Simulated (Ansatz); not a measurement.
The starting structures come from a database of crystals and need not be the phases stable at ambient conditions.

 Where the default PAW files enter, the runs use the earlier of Ansatz's two default sets.

By PBEsol, the system below comes out a metal.

Data:

```yaml
crystal:
  lattice:
    - [4.00605, 0.00000, 0.00000]
    - [0.00000, 5.66542, 0.00000]
    - [0.00000, 2.83271, 2.83271]
  atoms:
    - { symbol: Sc, position: [0.00000, 0.00000, 0.00000] }
    - { symbol: Al, position: [0.50000, 0.50000, 0.50000] }
    - { symbol: Al, position: [0.50000, 0.00000, 0.50000] }
    - { symbol: Al, position: [0.00000, 0.50000, 0.00000] }
```

Space group of this cell: Pm-3m, Cu3Au type. The cell is strained (all lengths scaled by 0.98); by PBEsol its mean pressure is 4.9 GPa.

The current flows along the normal of the first two printed cell vectors, the (110) plane of the conventional cell. No spin-orbit coupling; the value is a mean over 0.1 eV about the Fermi level.

### Question
Estimate the ballistic conductance per area that PBEsol in Ansatz (a first-principles code) returns for this system.

### Answer
0.59 × 10¹⁵ S/m² for both spins.
